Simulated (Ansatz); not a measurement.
Base system: LaBr$_{3}$ (space group P6_3/m, No. 176).

```
LaBr3
1.0
    7.92488     0.00000     0.00000
   -3.96244     6.86314     0.00000
    0.00000     0.00000     4.45000
La Br
2 6
Cartesian
  3.96244   2.28771   3.33750
  0.00000   4.57543   1.11250
  2.09322   4.80444   3.33750
  1.86922   2.05870   1.11250
  4.81072   4.21501   1.11250
 -0.84828   2.64814   3.33750
 -1.24494   6.27371   3.33750
  5.20738   0.58944   1.11250
```

Cartesian axes are those of the cell as printed.

The values are results of plane-wave PAW DFT at the PBEsol level (Ansatz, an electronic-structure program, 420 eV), scalar-relativistic without spin-orbit coupling, not measurements.

Base values:

```
Property                                     Result
-----------------------------  --------------------
Width of the top valence band               0.61 eV
Valence-band top at Γ          0.00, 0.00, -0.09 eV
```

Now apply this change: tensile biaxial strain of 4.36 % in the plane normal to [001], as in epitaxy on a mismatched substrate; the out-of-plane cell vector and the atoms relax.

Question: How does this affect the width of the top valence band and valence-band top at Γ?

Answer: The width of the top valence band increases by 0.17 eV, from 0.61 eV to 0.78 eV; the valence-band top at Γ (three highest levels, from the VBM) becomes 0.00, 0.00, -0.19 eV (base: 0.00, 0.00, -0.09 eV).

The levels and masses belong to the bands next to the band gap. Whether these cells are dynamically stable was not tested.
